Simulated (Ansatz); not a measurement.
Ansatz (a first-principles code) run on the (111) slab of AlNi (cut from a parent of space group no. 65; 10 atoms in the cell): self-consistent single point.

Method: PBEsol, default PAW files made with PBE (plane waves; Ansatz).

The change in words: vacuum of 6 angstrom (first run: 14 Å); efield.axis: default → 3; efield.dipole_correction: default → true. Reference geometry:
```xyz
10
Lattice="2.7437 0.0000 0.0000 2.7233 4.1324 0.0000 0.0000 0.0000 22.2067" Properties=species:S:1:pos:R:3 pbc="T T T"
Al     2.7846     2.1336     7.0000
Al     2.8051     0.3120     9.0517
Al     2.8051     2.6227    11.1033
Al     2.8255     0.8011    13.1550
Al     2.8255     3.1118    15.2067
Ni     1.4230     0.0674     7.0000
Ni     4.1667     2.3782     9.0517
Ni     1.4434     0.5565    11.1033
Ni     4.1871     2.8673    13.1550
Ni     1.4638     1.0456    15.2067
```

Reference input (self-consistent single point, DFT, PBEsol, plane waves, default PAW files made with PBE): basis.ecutwfc = 30.9 Ry; kpoints.mp_grid.grid = 9 5 1; hamiltonian.xc = pbesol; hamiltonian.pseudopotentials = {kind: paw} (the program's default PAW files); scf.occupations.method = gaussian; scf.occupations.width = 0.0073 Ry. This run's input differs from it in these lines:

Ansatz 0.2 input:
```diff
@@ -4,14 +4,14 @@
     - [2.72330400, 4.13238600, 0.00000000]
-    - [0.00000000, 0.00000000, 22.20670900]
+    - [0.00000000, 0.00000000, 14.20671100]
   atoms:
-    - { symbol: Al, position_ang: [2.78461503, 2.13360875, 6.99999881] }
-    - { symbol: Al, position_ang: [2.80505173, 0.31197448, 9.05169886] }
-    - { symbol: Al, position_ang: [2.80505143, 2.62272622, 11.10331009] }
-    - { symbol: Al, position_ang: [2.82548813, 0.80109195, 13.15501014] }
-    - { symbol: Al, position_ang: [2.82548510, 3.11183956, 15.20671019] }
-    - { symbol: Ni, position_ang: [1.42296303, 0.06741575, 6.99999881] }
-    - { symbol: Ni, position_ang: [4.16670373, 2.37816748, 9.05169886] }
-    - { symbol: Ni, position_ang: [1.44339943, 0.55653322, 11.10331009] }
-    - { symbol: Ni, position_ang: [4.18714013, 2.86728495, 13.15501014] }
-    - { symbol: Ni, position_ang: [1.46383310, 1.04564656, 15.20671019] }
+    - { symbol: Al, position_ang: [2.78461503, 2.13360875, 3.00000275] }
+    - { symbol: Al, position_ang: [2.80505173, 0.31197448, 5.05169333] }
+    - { symbol: Al, position_ang: [2.80505143, 2.62272622, 7.10331288] }
+    - { symbol: Al, position_ang: [2.82548813, 0.80109195, 9.15501767] }
+    - { symbol: Al, position_ang: [2.82548510, 3.11183956, 11.20670825] }
+    - { symbol: Ni, position_ang: [1.42296303, 0.06741575, 3.00000275] }
+    - { symbol: Ni, position_ang: [4.16670373, 2.37816748, 5.05169333] }
+    - { symbol: Ni, position_ang: [1.44339943, 0.55653322, 7.10331288] }
+    - { symbol: Ni, position_ang: [4.18714013, 2.86728495, 9.15501767] }
+    - { symbol: Ni, position_ang: [1.46383310, 1.04564656, 11.20670825] }
 basis:
@@ -23,2 +23,5 @@
   pseudopotentials: { kind: paw }
+efield:
+  axis: 3
+  dipole_correction: true
 scf:
@@ -28,3 +31,2 @@
   eigenvalues: true
-  stress: true
```

Log, with long lists cut:

```
SCF iter   1: F=—  HF=-31651.584484 eV  |F-HF|=—  |Δ(HF+E_count)|=         —  Δρ=1.73e-2  dr2=3.98e-1  ethr=1.77e-3  p=-0.000 e·Å  D=-3.14e-6 V/Å  ΔV_dip=0.00 eV  dr2_dipole=1.43e-6  V_vac-E_F(+/−)=3.73/4.04 eV  ⟨swp⟩=9.5  Hψ=6697  notcnv=0  defer=14
all-band conjugate gradients solve this SCF's bands
efield: sawtooth ramp at fractional position 0.9500 (placed from the atoms, in the widest stretch of the axis that holds none …
   [... lines left out ...]
WARN: efield: at this solve's end the planar-averaged density reaches 5.54e-2 e/Å³ inside the ramp window [0.8796, 0.1204] (bound 1e-5 e/Å³) …
SCF 1 converged in 10 iterations: F = -31651.544549 eV  dr2 = 1.77e-8
Free energy (F): -31651.544549 eV
Internal energy: -31651.520501 eV  (E = F + TS)
E sigma→0 (E₀):  -31651.532525 eV
Entropy (-TS):   -0.024048 eV (-2.405 meV/atom)
Fermi energy:    9.041640 eV
Dipole field:    D = 0.000002 V/Å  (p = 0.000002 e·Å, saw-weighted, corrected)
Work function:   Φ+ = withheld (plateau slope 5.0e0 eV/Å)   Φ− = withheld (plateau slope 3.5e0 eV/Å)
Levels:          The Fermi level and band energies are counted from a zero that moves with the ramp; work functions are not
Vacuum region:   at the solve's end the planar-averaged density reaches 5.54e-2 e/Å³ inside the ramp window [0.8796, 0.1204] (bound 1e-5 e/Å³)
--- Forces (eV/Å), atoms counted from 1 ---
  atom   1  Al     0.01966030     0.21418508    -0.59868386
   [... lines left out ...]
  atom   4  Al    -0.00853404     0.03427470     0.38075459
  atom   5  Al    -0.01965430    -0.21418382     0.59863481
  atom   6  Ni     0.01365290     0.10946560     0.63303914
  atom   7  Ni     0.00568745    -0.07101764     0.31813458
  atom   8  Ni    -0.00000564    -0.00002653     0.00031823
  atom   9  Ni    -0.00568933     0.07104728    -0.31844441
  atom  10  Ni    -0.01364619    -0.10946725    -0.63306357
```

The run converged in 10 iterations. Against the reference run the free energy goes down by 1.2 meV/atom and the largest force goes from 0.653 to 0.643 eV/Å.

The starting cell comes from a database of computed structures (which also holds hypothetical and non-ambient phases and stackings), without a prior relaxation at this level. The slab is cut from that crystal, and its faces are unrelaxed. Its lattice was rescaled by up to half a per cent. Spin polarisation is off.
